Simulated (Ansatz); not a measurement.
## Hypothetical CsCl type TaAs, pressure series

Base system: TaAs in the CsCl type structure (space group Pm-3m, No. 221; a hypothetical phase, not in the database extracts checked).

```xyz
2
Lattice="3.1781 0.0000 0.0000 0.0000 3.1781 0.0000 0.0000 0.0000 3.1781" Properties=species:S:1:pos:R:3 pbc="T T T"
Ta     0.0000     0.0000     0.0000
As     1.5891     1.5891     1.5891
```

Cell and atoms are relaxed at each pressure.

Calculations: PBEsol (Ansatz, an electronic-structure program, PAW, no SOC).

Notes on the quantities. enthalpy: H = E + PV relative to the base's energy.

```
case                   enthalpy  shortest interatomic distance
----------------  -------------  -----------------------------
base                          –                        2.752 Å
pressure −2 GPa   -0.20 eV/atom                              …
pressure −1 GPa   -0.10 eV/atom                        2.757 Å
pressure 0.3 GPa  +0.03 eV/atom                        2.751 Å
pressure 0.7 GPa  +0.07 eV/atom                        2.749 Å
pressure 1.5 GPa  +0.15 eV/atom                              …
pressure 3 GPa    +0.30 eV/atom                        2.739 Å
pressure 5 GPa    +0.49 eV/atom                        2.730 Å
pressure 7.5 GPa  +0.74 eV/atom                        2.720 Å
pressure 10 GPa   +0.98 eV/atom                        2.710 Å
```

Problem. Complete the table.

Solution. 
- pressure −2 GPa, shortest interatomic distance: 2.762 Å
- pressure 1.5 GPa, shortest interatomic distance: 2.745 Å

Load acts through the strain it causes; cell and atoms are relaxed under it. Whether these cells are dynamically stable was not tested. No other phases were tried under pressure. The final runs are not spin-polarised.
